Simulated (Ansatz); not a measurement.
Base system: NaCl3 in the A15 (Cr3Si type) structure (space group Pm-3n, No. 223; a = 5.397 Å; a cell from a computed database, its experimental status unchecked).

The values are results of Ansatz (an electronic-structure program), PBEsol, PAW, cutoff 420 eV, without spin-orbit coupling, not measurements.

Before the change:

The lattice parameter a comes out as 5.397 Å.

The change: a hydrostatic pressure of 0.7 GPa.

Question: Predict the new lattice parameter a.

Answer: The lattice parameter a shrinks by 0.033 Å, from 5.397 Å to 5.364 Å.

Load acts through the strain it causes; cell and atoms are relaxed under it. Stability against distortions was not tested. All final runs are without spin polarisation.
